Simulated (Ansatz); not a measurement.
Structures of equal composition on the (0001) surface of hcp Os: clean 1x1; top plane shifted to the other hollow. The slabs share one bottom face, and each structure is named by its start. These are constructed structures in small cells; real faces may alloy, dewet or reconstruct in larger ones, and not all known structures of the face are among them. Slabs of about 11 Å with all that they carry, Fermi-Dirac smearing of 0.1 eV. Bottom of the slabs: a bare face, its two planes held. Relaxed from the named starts with such symmetry as they have, on meshes of like density; energies extrapolated to zero smearing; no spin-orbit coupling, no U. Spin-polarised runs, if any, are marked in brackets, and their order is one that fits the cell; the others ran without spin.

Level of theory: PBE (plane waves to 420 eV, PAW; Ansatz, a quantum-chemistry and plane-wave program).

Task: Rank these by energy per 1x1 cell (lowest first), as PBE gives it.

Result: clean 1x1 (0.000 eV), top plane shifted to the other hollow (0.228 eV)
